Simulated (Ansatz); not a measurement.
Defect: interstitial C in 4H silicon carbide, neutral cell. The step: several atoms move together, C the farthest; the atom moves 1.53 Å along (0.00, -0.49, 0.00) of the unit cell; the moving atom starts with neighbours C at 1.36; Si at 1.78, Si at 1.90, Si at 2.20 Å and ends with C at 1.36; Si at 1.78, Si at 1.90, Si at 2.20 Å. DFT values are from Ansatz (plane-wave PAW, 420 eV unless said) in a cell of 72 host sites, spin-restricted, static, with no finite-size correction. The charge state is imposed; whether it is stable for some Fermi level was not computed. Sites that were not tried may lie lower. For the PBE band: the check of the saddle point's order was inconclusive, and it lies on a symmetry element of the cell, where a band can be held.

```
Level                                                                      Forward barrier (eV)  Cost of the band or of the saddle's single point
-------------------------------------------------------------------------  --------------------  ------------------------------------------------
PBE, the Γ point alone, band relaxed                                                       1.37            about 16 core-minutes (a rough figure)
PBE, a 2×2×2 k-point mesh shifted by half a step along c, same geometries                  1.28                           roughly 90 core-seconds
r2SCAN at 500 eV, the Γ point alone, same geometries                                          …                           roughly 40 core-seconds
```

### Question
Complete the blanks.

### Answer

- r2SCAN at 500 eV, the Γ point alone, same geometries, Forward barrier (eV): 1.57

At the Γ point alone and the same geometries, HSE06 less PBE is +0.18 eV for this barrier.

Ansatz is a first-principles code.
